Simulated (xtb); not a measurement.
xtb 6.7.1, GFN1-xTB: Hf(NEtMe)(H)3 (CC[N](C)[HfH3]), 16 atoms. The geometry is a generated start, not checked to be a minimum at this level.

```yaml
method: GFN1-xTB
"--acc": 1 (default)
"--etemp (K)": 300 (default)
detailed input (--input): "none: ANC optimiser, Lindh (1995) Hessian, microcycle=20, maxdispl=1.0, hlow=0.01 (default)"
basis_functions: 48
valence_electrons: 32
```

```xyz
16

Hf    -0.6850    -2.2673     0.1910
N      0.1034    -0.3319     0.1939
C      1.5242    -0.2247    -0.1100
C     -0.6185     0.7925    -0.3853
C     -0.3867     2.1253     0.3489
H      1.9880     0.6320     0.4028
H      1.6977    -0.0890    -1.1939
H      2.0439    -1.1306     0.2247
H     -0.3360     0.9290    -1.4494
H     -1.6946     0.5656    -0.3415
H      0.6190     2.4990     0.1729
H     -1.0949     2.8731     0.0000
H     -0.5241     1.9809     1.4183
H     -0.1622    -3.0129    -1.4269
H     -2.5380    -2.1460     0.3382
H      0.0636    -3.1950     1.6164
```

Charge 0 and multiplicity 1 are set for this test and not shown to be the ground state.

The structure is relaxed from this start with --opt LEVEL for the levels crude, sloppy, loose, lax, normal, tight, vtight, extreme, once each. Up to the end of the extreme run atoms move by at most 0.76 Å along an axis.

Task: What is the loosest level that ends within 1 meV of the extreme run, and how many cycles does it take?

Result: normal: 27 cycles against 50, ending 0.14 meV above.

```csv
level,cycles,energy above the extreme run (meV),gradient norm (eV/Å)
crude,4,53,0.47
sloppy,10,13,0.27
loose,12,8.5,0.14
lax,15,5.7,0.12
normal,27,0.14,0.019
tight,28,0.12,0.0099
vtight,36,0.027,0.0026
extreme,50,—,0.0020
```
